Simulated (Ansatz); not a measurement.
# A computed series for hypothetical Pm-3n GaN: response to strain

Take GaN (space group Pm-3n, No. 223; a hypothetical phase, not in the database extracts checked) as the base.

```yaml
crystal:
  lattice:
    - [5.57136, 0.00000, 0.00000]
    - [0.00000, 5.57136, 0.00000]
    - [0.00000, 0.00000, 5.57136]
  atoms:
    - { symbol: Ga, position: [0.25000, 0.00000, 0.50000] }
    - { symbol: Ga, position: [0.50000, 0.25000, 0.00000] }
    - { symbol: Ga, position: [0.50000, 0.75000, 0.00000] }
    - { symbol: Ga, position: [0.75000, 0.00000, 0.50000] }
    - { symbol: Ga, position: [0.00000, 0.50000, 0.75000] }
    - { symbol: Ga, position: [0.00000, 0.50000, 0.25000] }
    - { symbol: N, position: [0.25000, 0.50000, 0.00000] }
    - { symbol: N, position: [0.00000, 0.25000, 0.50000] }
    - { symbol: N, position: [0.00000, 0.75000, 0.50000] }
    - { symbol: N, position: [0.75000, 0.50000, 0.00000] }
    - { symbol: N, position: [0.50000, 0.00000, 0.75000] }
    - { symbol: N, position: [0.50000, 0.00000, 0.25000] }
```

Cartesian axes are those of the cell as printed.

Strains are applied to the cell and any free atomic positions relax; under biaxial strain the out-of-plane vector relaxes too; under stress the whole cell relaxes.

Levels (all Ansatz, an electronic-structure program, PAW): PBE (420 eV, spin-orbit coupling left out); PBEsol (420 eV, without spin-orbit coupling).

The base cell above is that of PBE; each level relaxes its own structures.

| case | band gap, PBE | band gap, PBEsol |
|---|---|---|
| biaxial strain −0.54 %, plane normal [001], relaxed out of plane | 1.49 eV | 1.55 eV |
| isotropic strain −3.26 % | 1.85 eV | 1.86 eV |
| isotropic strain +1.11 % | 1.36 eV | 1.44 eV |
| uniaxial stress, 3 GPa tension along x | 1.40 eV | 1.48 eV |

PBE lies below PBEsol in every row, by 0.01 eV to 0.08 eV. They put the cases in the same order.

Stability under load was not tested beyond the relaxation.
